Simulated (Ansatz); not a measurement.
Where the default PAW files enter, the runs use the earlier of Ansatz's two default sets.

Input:

```
CELL_PARAMETERS angstrom
      3.07569     0.00000     0.00000
      0.00000    10.07065     0.00000
      1.53784     0.00000     2.66363
ATOMIC_POSITIONS crystal
  Si 0.66667 0.06216 0.66667
  Si 0.33333 0.56216 0.33333
  Si 0.00000 0.31211 0.00000
  Si 0.00000 0.81211 0.00000
  C  0.66667 0.25020 0.66667
  C  0.33333 0.75020 0.33333
  C  0.00000 0.49954 0.00000
  C  0.00000 0.99954 0.00000
```

Space group of this cell: P6_3mc. The cell is taken as given.

Method: r2SCAN (plane waves, PAW; Ansatz, a first-principles code).

The current runs along the normal of the first two printed vectors; no spin-orbit coupling. Scaled by the factor s: the length along the current (ions clamped). Meshes 12×4×12 and 10×4 across the current in all rows.

| s | mean pressure (GPa) | band gap (eV) |
|---|---|---|
| 0.97 | 8.1 | 2.38 |
| 1.00 | 0.5 | 2.60 |
| 1.03 | -5.8 | ? |

Problem. Take the slope of the band gap against ln s from the two given rows, extrapolate to s = 1.03, and say what the run there gives.

Solution. Slope = (2.38 − 2.60) / ln 0.97 = 7.22 eV. The line gives 2.60 + (7.22) × ln 1.03 = 2.81 eV. The run gives 2.45 eV, 0.36 eV under the line, 170 % of the predicted step.
